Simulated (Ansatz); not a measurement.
**A computed series for PbS: response to strain**

Start from PbS in the rock salt structure (space group Fm-3m, No. 225; a = 5.845 Å). Axes: x, y, z lie along the cube axes.

Strains are applied to the cell and any free atomic positions relax.

Calculations: LDA in Ansatz (plane waves to 420 eV, PAW, spin-orbit coupling left out).

Notes on the quantities. energy relative to the base: free energy F.

```json
[
 {"case": "base", "energy relative to the base": "0 meV/atom", "volume per atom": "24.96 Å³"},
 {"case": "tensor shear ε_xy = +1.14 %", "energy relative to the base": "+0.8 meV/atom", "volume per atom": "24.96 Å³"},
 {"case": "tensor shear ε_xy = +2.00 %", "energy relative to the base": "+2.4 meV/atom", "volume per atom": "24.95 Å³"},
 {"case": "tensor shear ε_xy = +0.86 %", "energy relative to the base": "___", "volume per atom": "24.96 Å³"},
 {"case": "tensor shear ε_xy = +0.57 %", "energy relative to the base": "+0.2 meV/atom", "volume per atom": "24.96 Å³"},
 {"case": "tensor shear ε_xy = +0.29 %", "energy relative to the base": "+0.1 meV/atom", "volume per atom": "24.96 Å³"},
 {"case": "tensor shear ε_xy = +1.71 %", "energy relative to the base": "+1.8 meV/atom", "volume per atom": "24.95 Å³"},
 {"case": "tensor shear ε_xy = +1.43 %", "energy relative to the base": "___", "volume per atom": "24.96 Å³"}
]
```

Problem. Some entries are withheld; estimate them.

Solution. 
- tensor shear ε_xy = +0.86 %, energy relative to the base: +0.4 meV/atom
- tensor shear ε_xy = +1.43 %, energy relative to the base: +1.2 meV/atom

The mesh was chosen for an insulator and is coarse for the gapless case. No phonon test of stability was made. All final runs are without spin polarisation.

Ansatz is a program for electronic structure.
